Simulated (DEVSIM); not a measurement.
Device: illuminated Si p-on-n cell, one wavelength, at 300 K.

Layer 1 from the left is Si, thickness (μm) 0.310, Na (cm⁻³) 8.7e18, τn (s) 7.4e-7, τp (s) 2.8e-5, absorption coefficient (cm⁻¹) 6500. Layer 2 from the left is Si, thickness (μm) 36.0, Nd (cm⁻³) 2.1e15, τn (s) 3.9e-5, τp (s) 3.9e-5, absorption coefficient (cm⁻¹) 6500.

Left contact: ohmic, minority electron recombination velocity 100 cm/s. Right contact: ohmic, minority hole recombination velocity 200 cm/s. Voltage is applied to the left contact. Recombination: SRH at mid-gap, radiative, Auger. Light enters at the left, 3.1e17 photons cm⁻² s⁻¹, one pass, no reflection. Mobility is constant in doping.

Constants are typed, rounded textbook-type inputs, not results; the design itself was drawn at random and stands for no fabricated device. Values at 300 K.

Si: gap (eV) 1.124, affinity (eV) 4.05, permittivity 11.7, Nc (cm⁻³) 2.86e19, Nv (cm⁻³) 3.1e19, μn (cm²/Vs) 1417, μp (cm²/Vs) 470, B (cm³/s) 4.7e-15, Cn (cm⁶/s) 2.8e-31, Cp (cm⁶/s) 9.9e-32.

DEVSIM, 1D drift-diffusion, Boltzmann statistics, complete ionisation; no tunnelling, impact ionisation, image-force lowering or self-heating.

Q: What does the simulation give for the fill factor, the dark forward voltage at 100 A/cm²?

A: fill factor 0.83; dark forward voltage at 100 A/cm² 0.858 V.
